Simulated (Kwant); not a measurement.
Device: six-terminal Hall bar in a GaAs two-dimensional gas. Effective mass 0.067 mₑ, grid spacing 3.8 nm, hard walls, nominal width 100 nm (27 grid rows, so walls 106.4 nm apart), one parabolic valley, scattering region 260 nm long along x; energies count from the band bottom; Fermi energy swept from 0.0033 to 0.0264 eV. Four side probes 50 nm wide, two on each edge; current runs along x; the sign of the Hall resistance is a convention. Perpendicular field 3.5 T, also in the leads; orbital effect alone.

The device is made up for the run: typed textbook-type constants, with dimensions and the other settings drawn at random.

Computed with Kwant: effective-mass tight-binding model on a square grid, one spin, coherent transport at 0 K. Resistances are in h/e².

**Question.** How many Landau levels lie under the Fermi energy, and what Hall resistance follows, at 4.47 meV and 3.50 T; 10.3 meV and 3.50 T; 12.3 meV and 3.50 T; 18.2 meV and 3.50 T?

**Answer.** ħωc = ħeB/m = 1.73 meV a tesla; levels lie at (n + ½)ħωc. E/ħωc = 0.74 gives 1 level and h/(1e²) = 1.000; simulated 1.000. E/ħωc = 1.71 gives 2 levels and h/(2e²) = 0.500; simulated 0.500. E/ħωc = 2.03 gives 2 levels and h/(2e²) = 0.500; simulated 0.500. E/ħωc = 3.01 gives 3 levels and h/(3e²) = 0.333; simulated 0.333.
